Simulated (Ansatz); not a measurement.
**Polar-o HfO2 (model structure)**

Method: PBE-D4 (Ansatz, a program for electronic structure, PAW).

Run with plane-wave cutoff 500 eV, 6×6×6 k mesh, gaussian smearing 0.02 eV, scalar-relativistic PAW data made under PBE.

Cell (relaxed at this level):

```cif
data_Hf4O8
_chemical_formula_sum 'Hf4 O8'
_space_group_name_H-M_alt 'P 1'
_space_group_IT_number 1
_cell_length_a 5.04679
_cell_length_b 5.07555
_cell_length_c 5.26416
_cell_angle_alpha 90.000
_cell_angle_beta 90.000
_cell_angle_gamma 90.000
loop_
_space_group_symop_operation_xyz
  'x, y, z'
loop_
_atom_site_label
_atom_site_type_symbol
_atom_site_fract_x
_atom_site_fract_y
_atom_site_fract_z
_atom_site_occupancy
Hf1 Hf 0.26697 0.24820 0.03270 1
Hf2 Hf 0.73303 0.74820 0.96730 1
Hf3 Hf 0.73303 0.24820 0.53270 1
Hf4 Hf 0.26697 0.74820 0.46730 1
O1 O 0.07016 0.10895 0.36709 1
O2 O 0.92984 0.60895 0.63291 1
O3 O 0.92984 0.10895 0.86709 1
O4 O 0.07016 0.60895 0.13291 1
O5 O 0.53947 0.99886 0.23242 1
O6 O 0.46053 0.49886 0.76758 1
O7 O 0.46053 0.99886 0.73242 1
O8 O 0.53947 0.49886 0.26758 1
```

* **band gap**: 4.40 eV (on the SCF k mesh)

Note: the relaxation could raise the start's symmetry but not lower it, so the cell can be a saddle point.

Spin–orbit coupling is not included.

Computed values are for the static lattice.

The result took roughly 8 core-minutes.

A model structure was made by putting elements into a prototype or built by hand; it is no filed structure, need not be a known phase, and can be a saddle point held by its symmetry.
